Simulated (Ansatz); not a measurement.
## Thickness series in HgTe

The reference is HgTe in the zinc blende structure (space group F-43m, No. 216; a = 6.573 Å). Axes: x, y, z lie along the cube axes.

Free-standing slabs (2 atom(s) a layer) normal to [110] with 15 Å of vacuum; in-plane cell held at bulk.

Method: r2SCAN, PAW, 500 eV (Ansatz, a first-principles code; no spin-orbit coupling).

Notes on the quantities. excess energy per area of both faces: slab less bulk energy over the cell's area: twice a surface energy; uncertain by up to 0.06 J/m².

| change | excess energy per area of both faces | band gap | shortest interatomic distance | gap character |
|---|---|---|---|---|
| base | – | zero | 2.846 Å | – |
| 1 layer | – | 1.48 eV | 2.600 Å | direct at U |
| 2 layers | ? | ? | ? | direct at Γ |
| 3 layers | 0.34 J/m² | 1.00 eV | 2.785 Å | direct at Γ |
| 4 layers | 0.27 J/m² | 0.98 eV | 2.768 Å | direct at Γ |
| 5 layers | 0.31 J/m² | 0.62 eV | 2.774 Å | direct at Γ |
| 6 layers | 0.3 J/m² | 0.61 eV | 2.770 Å | direct at Γ |

### Question
Complete the table.

### Answer

- 2 layers, excess energy per area of both faces: 0.24 J/m²
- 2 layers, band gap: 1.55 eV
- 2 layers, shortest interatomic distance: 2.760 Å

The excess energy carries the mismatch between the slab's and the bulk's meshes. With Hg and Te present, leaving out spin-orbit coupling can change the band edges. No phonon test of stability was made. The final runs are not spin-polarised. The zero or small gap of HgTe can change with the level of theory. Labels are those of the standard path for the cell's own space group.
